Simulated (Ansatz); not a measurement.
MgTe, response to strain

Consider MgTe in the zinc blende structure (space group F-43m, No. 216; a = 6.439 Å). Axes: x, y, z lie along the cube axes.

Strains are applied to the cell and any free atomic positions relax.

All numbers come from DFT with PBEsol, PAW potentials and a 420 eV plane-wave cutoff in Ansatz (a quantum-chemistry and plane-wave program), no spin-orbit coupling.

Notes on the quantities. energy relative to the base: free energy F.

| uniaxial strain ε_zz (%) | energy relative to the base (meV/atom) |
|---|---|
| 0 | 0.0 |
| 0.5 | 0.1 |
| 1 | 0.5 |
| 1.5 | 1.1 |
| 2 | 1.9 |
| 2.5 | ? |
| 3 | 4.3 |

Q: Fit ΔE = Aε² + Bε³ (ε in %) to the rows shown and predict the withheld row.

A: Least squares on the printed values gives A = 0.485 and B = -0.0026 meV/atom (largest residual 0.0 meV/atom); this predicts 3.0 meV/atom, and the run gives 3.0 meV/atom, in agreement.

Whether these cells are dynamically stable was not tested.
